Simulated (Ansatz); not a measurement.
# L1₂ (Cu3Au-type) Al₃Sc: properties by level of theory

Reference values: lattice constant a 4.103 Å (measured, room temperature, not corrected to a static lattice; as tabulated in A Combined Experimental and First-Principles Based Assessment of …); bulk modulus 91.5 ± 1 GPa (measured, 298 K, not corrected to a static lattice, polycrystal; as tabulated in A Combined Experimental and First-Principles Based Assessment of …); formation enthalpy -0.451 ± 0.02 eV/atom (measured, 298 K, copied from a table, unchecked, not corrected to a static lattice; as tabulated in Wang et al. (2021), doi:10.1038/s41598-021-94550-5).

| level (code) | equilibrium lattice constant a (Å) | bulk modulus B0 (GPa) | enthalpy of formation (eV/atom) |
|---|---|---|---|
| PBE (Ansatz) | … | 86.6 | -0.454 |
| RPBE (Ansatz) | 4.138 | 82.4 | -0.438 |
| PBE-D3(BJ) (Ansatz) | … | 94.3 | -0.478 |
| r²SCAN-D4 (Ansatz) | 4.072 | 96.3 | -0.495 |
| r²SCAN+rVV10 (Ansatz) | … | 95.1 | -0.496 |
| HSE06 (Ansatz) | … | … | -0.494 |

Question: Fill in the missing entries.

Answer: 
- PBE (Ansatz, a program for electronic structure), equilibrium lattice constant a (Å): 4.106
- PBE-D3(BJ) (Ansatz), equilibrium lattice constant a (Å): 4.049
- r²SCAN+rVV10 (Ansatz), equilibrium lattice constant a (Å): 4.080
- HSE06 (Ansatz), equilibrium lattice constant a (Å): 4.093
- HSE06 (Ansatz), bulk modulus B0 (GPa): 91.7

Differences from the reference values (errors of the level alone only where the reference is corrected to a static lattice):

```csv
level,lattice constant a (%),bulk modulus (%),formation enthalpy (eV/atom)
PBE,+0.07,-5.4,-0.003
RPBE,+0.85,-9.9,+0.013
PBE-D3(BJ),-1.32,+3.1,-0.027
r²SCAN-D4,-0.76,+5.2,-0.044
r²SCAN+rVV10,-0.56,+3.9,-0.045
HSE06,-0.24,+0.2,-0.043
```

Nearest: lattice constant a, not ranked (reference at room or unstated temperature); bulk modulus, not ranked (reference at room or unstated temperature); formation enthalpy, not ranked (one source).

Caveats: exact exchange on metals is sensitive to the k mesh and can open a false gap (HSE06); the run warned that the count of filled bands differs between k points (HSE06). Ansatz's density-functional and Hartree–Fock values are scalar-relativistic unless marked +SOC, with PAW data made under PBE.

The crystal itself was run without spin with PBE, RPBE, PBE-D3(BJ), r²SCAN-D4, r²SCAN+rVV10, HSE06; a magnetic state was not tried in these runs.

Differences are worked out from the printed values.

Computed values are for the static lattice.
